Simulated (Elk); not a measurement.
Input and output of a self-consistent single point for Fe (Im-3m, 1 atom in the cell) (Elk).

Level of theory: Elk with PBE, all-electron FP-LAPW, Elk's shipped species files, APW+lo basis with extra local orbitals.

```xyz
1
Lattice="-1.4307 1.4307 1.4307 1.4307 -1.4307 1.4307 1.4307 1.4307 -1.4307" Properties=species:S:1:pos:R:3 pbc="T T T"
Fe     0.0000     0.0000     0.0000
```
Moments meant for the start (each program seeds them in its own way; μB, in the order of the atoms Fe): 2.5.

Reference input (self-consistent single point, DFT, PBE, all-electron FP-LAPW, Elk's shipped species files, APW+lo basis with extra local orbitals): xctype = 20; spinpol = true; rgkmax = 8; stype = 3; swidth = 0.00367493 Ha; ngridk = 10 10 10; reducebf = 0.8; gmaxvr = 16 1/bohr; nxlo = 2; lorbcnd = true; lmaxi = 2; nempty = 8 per atom. This run's input differs from it in these lines:

```diff
@@ -31,6 +31,6 @@
 stype
-  3
+  0
 
 swidth
-  0.00367493
+  0.0367493
 
@@ -51,3 +51,3 @@
 ngridk
-  10 10 10
+  16 16 16
```

Output, abridged:

```
│ Self-consistent loop started │
│ Loop number : 1 │
 total energy                :     -1273.15624492
 total moment                :    2.503012999
│ Loop number : 2 │
 total energy                :     -1273.31699661
 total moment                :    2.504424361
RMS change in Kohn-Sham potential (target) :    3.261403390     (  0.1000000000E-05)
Absolute change in total energy (target)   :   0.1607516914     (  0.1000000000E-03)
│ Loop number : 3 │
 total energy                :     -1269.89616100
 total moment                :    1.383026080
RMS change in Kohn-Sham potential (target) :    2.005565400     (  0.1000000000E-05)
   [... lines left out ...]
│ Loop number : 47 │
 total energy                :     -1272.82455509
 total moment                :   0.9441775916E-03
RMS change in Kohn-Sham potential (target) :   0.1033984879E-05 (  0.1000000000E-05)
Absolute change in total energy (target)   :   0.3818469850E-05 (  0.1000000000E-03)
│ Loop number : 48 │
 total energy                :     -1272.82455780
 total moment                :   0.6560251960E-03
RMS change in Kohn-Sham potential (target) :   0.8031603090E-06 (  0.1000000000E-05)
Absolute change in total energy (target)   :   0.1749646572E-05 (  0.1000000000E-03)
Convergence targets achieved

│ Loop number : 49 │

Energies :
 Fermi                       :     0.329086498534
 xc effective B-field        :    -0.239462851122E-09
 external B-field            :      0.00000000000
 total energy                :     -1272.82455743
 (external B-field energy excluded from total)

Density of states at Fermi energy :    63.08696339
 (states/Hartree/unit cell)

Estimated indirect band gap :   0.3706022523E-04
 from k-point     32 to k-point     42
Estimated direct band gap   :   0.1904140205E-02
 at k-point      2

Charges :
 core                        :    10.00000000
 valence                     :    16.00000000
 interstitial                :    1.051753465
 muffin-tins (core leakage)
  species :    1 (Fe)
   atom    1                 :    24.94824653     (  0.8615330671E-12)
 total in muffin-tins        :    24.94824653
 total calculated charge     :    25.99851221
 total charge                :    26.00000000
 error                       :   0.1487787192E-02

Moments :
 interstitial                :   0.4314234844E-05
 muffin-tins
  species :    1 (Fe)
   atom    1                 :  -0.1025659000E-03
 total in muffin-tins        :  -0.1025659000E-03
 total moment                :  -0.9825166519E-04

│ Self-consistent loop stopped │
```

The run converged in 49 iterations. The count includes the last loop, which Elk runs after its targets are met. 

The starting cell has typed, rounded lattice constants, without a prior relaxation at this level. Its lattice was rescaled by up to half a per cent. The starting moments vanished: the run ended non-magnetic, which need not be the lowest state. Values depend on the basis (sphere radii, cutoffs, local orbitals), which need not be converged. The log's line on a gap gives a spacing of levels on this mesh, which the program prints for metals too.

Cost on one core of a shared machine: roughly 2 min.
